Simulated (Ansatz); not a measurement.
Base system: PbS in the rock salt structure (space group Fm-3m, No. 225; a = 5.845 Å). Axes: x, y, z lie along the cube axes.

Structures relaxed with LDA (Ansatz, a quantum-chemistry and plane-wave program, PAW, spin-orbit coupling left out).

Base:

Simulated powder pattern, Cu Kα1, λ = 1.54056 Å (kinematic, ideal powder, no thermal factors, no anomalous dispersion; the 8 strongest lines at most, above 2 %, up to 2θ = 90°):

| 2θ (°) | I/Imax (%) | hkl |
|---|---|---|
| 26.39 | 97 | (111) |
| 30.56 | 100 | (200) |
| 43.77 | 75 | (220) |
| 51.84 | 51 | (311) |
| 54.32 | 27 | (222) |
| 70.12 | 21 | (331) |
| 72.22 | 35 | (420) |
| 80.42 | 27 | (422) |

After one change:

Simulated powder pattern, Cu Kα1, λ = 1.54056 Å (kinematic, ideal powder, no thermal factors, no anomalous dispersion; the 8 strongest lines at most, above 2 %, up to 2θ = 90°):

```json
[
 {"2θ (°)": "26.30", "I/Imax (%)": "100"},
 {"2θ (°)": "30.25", "I/Imax (%)": "35"},
 {"2θ (°)": "30.56", "I/Imax (%)": "68"},
 {"2θ (°)": "43.54", "I/Imax (%)": "52"},
 {"2θ (°)": "43.77", "I/Imax (%)": "26"},
 {"2θ (°)": "51.79", "I/Imax (%)": "35"},
 {"2θ (°)": "54.13", "I/Imax (%)": "28"},
 {"2θ (°)": "80.26", "I/Imax (%)": "18"}
]
```

Q: Name the change that was made.
(A) uniaxial strain ε_zz = −0.50 %
(B) uniaxial strain ε_zz = +2.00 %
(C) uniaxial strain ε_zz = +1.00 %
(D) uniaxial strain ε_zz = +1.50 %

A: C, uniaxial strain ε_zz = +1.00 %. Its volume per atom is 25.21 Å³ against 24.96 Å³, and its space group is I4/mmm (No. 139).

No phonon test of stability was made. All final runs are without spin polarisation.
